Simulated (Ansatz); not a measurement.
Base system: HgS in the zinc blende structure (space group F-43m, No. 216; a = 5.876 Å).

Calculations: PBEsol in Ansatz (plane waves to 420 eV, PAW, without spin-orbit coupling).

Before the change:

Volume per atom: 25.36 Å³

Modification: a hydrostatic pressure of 9 GPa.

Predict the new volume per atom.

The volume per atom shrinks by 2.71 Å³, from 25.36 Å³ to 22.65 Å³.

The mesh was chosen for an insulator and is coarse for the gapless case. Load acts through the strain it causes; cell and atoms are relaxed under it. Stability against distortions was not tested. Tetrahedral semiconductors of this kind turn to denser phases somewhere between about 1 and 50 GPa; those were not computed, so compressed cells here can lie past the real transition. All final runs are without spin polarisation.

Ansatz is a program for electronic structure.
